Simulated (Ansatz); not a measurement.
**Al2Cu: pressure series**

Take Al2Cu (space group I4/mcm, No. 140; a = 6.059 Å, c = 4.874 Å) as the base.

Cell and atoms are relaxed at each pressure.

Level of theory: Kohn–Sham DFT with the PBE functional, run in Ansatz (an electronic-structure program) with PAW and 420 eV plane waves, no spin-orbit coupling, earlier PAW set.

```json
[
 {"P (GPa)": "-2.00", "V (Å³/atom)": "15.230"},
 {"P (GPa)": "-1.00", "V (Å³/atom)": "15.067"},
 {"P (GPa)": "0.30", "V (Å³/atom)": "14.869"},
 {"P (GPa)": "0.70", "V (Å³/atom)": "14.810"},
 {"P (GPa)": "1.49", "V (Å³/atom)": "14.698"},
 {"P (GPa)": "3.00", "V (Å³/atom)": "14.497"},
 {"P (GPa)": "5.00", "V (Å³/atom)": "14.252"},
 {"P (GPa)": "7.49", "V (Å³/atom)": "13.974"},
 {"P (GPa)": "9.99", "V (Å³/atom)": "13.722"}
]
```

A third-order Birch–Murnaghan fit to these points gives V₀ = 14.91 Å³/atom, B₀ = 100 GPa and B₀′ = 4.5. At pressure 10 GPa the volume is 92.0 % of V₀.

Load acts through the strain it causes; cell and atoms are relaxed under it. No phonon test of stability was made. Competing high-pressure phases were not computed. The final runs are not spin-polarised.
